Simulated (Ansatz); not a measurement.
## Effect of tensor shear ε_xy = +1.00 % on ScAl3

The reference is ScAl3 in the Cu3Au type structure (space group Pm-3m, No. 221; a = 4.072 Å; relaxed with 0.1 eV smearing). Axes: x, y, z lie along the cube axes.

Now apply this change: tensor shear ε_xy = +1.00 % (engineering shear γ = 0.0200); the atoms relax in the strained cell.

All numbers come from Ansatz (a program for electronic structure), PBEsol, PAW, cutoff 420 eV, no spin-orbit coupling. Γ-centred 14×14×14 mesh, Fermi–Dirac width 0.1 eV.

| quantity | base | changed | shift |
|---|---|---|---|
| space group | Pm-3m (No. 221) | Cmmm (No. 65) | – |
| shortest interatomic distance | 5.442 bohr | 5.387 bohr | -0.0544 bohr |
| energy relative to the base (free energy F) | 0 meV/atom | +1.6 meV/atom | +1.6 meV/atom |
| pressure (mean of the normal stresses, compression positive) | 0.0 GPa | 0.1 GPa | +0.1 GPa |
| band gap | zero | zero | – |
| stress (xx, yy, zz, yz, xz, xy; compression positive) | – | (0.1, 0.1, 0.0, 0.0, 0.0, -1.5) GPa | – |

No phonon test of stability was made. All final runs are without spin polarisation.
